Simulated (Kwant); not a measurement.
Model system: six-terminal Hall bar in a GaN two-dimensional gas. Effective mass 0.22 mₑ, grid spacing 12 nm, hard walls, nominal width 300 nm (25 grid rows, so walls 312 nm apart), one parabolic valley, scattering region 780 nm long along x; energies count from the band bottom; Fermi energy 0.000461 eV. Four side probes 150 nm wide, two on each edge; current runs along x; the sign of the Hall resistance is a convention. Perpendicular field swept from 0.073005 to 1.4893 T, also in the leads; orbital effect alone.

The device is made up for the run: typed textbook-type constants, with dimensions and the other settings drawn at random.

Model: effective-mass tight-binding model on a square grid, one spin, coherent transport at 0 K (Kwant). Resistances are in h/e².

How many Landau levels lie under the Fermi energy, and what Hall resistance follows, at 0.461 meV and 0.385 T; 0.461 meV and 0.505 T; 0.461 meV and 0.865 T; 0.461 meV and 0.985 T?

ħωc = ħeB/m = 0.526 meV a tesla; levels lie at (n + ½)ħωc. E/ħωc = 2.28 gives 2 levels and h/(2e²) = 0.500; simulated 0.500. E/ħωc = 1.73 gives 2 levels and h/(2e²) = 0.500; simulated 0.500. E/ħωc = 1.01 gives 1 level and h/(1e²) = 1.000; simulated 1.000. E/ħωc = 0.89 gives 1 level and h/(1e²) = 1.000; simulated 1.000.
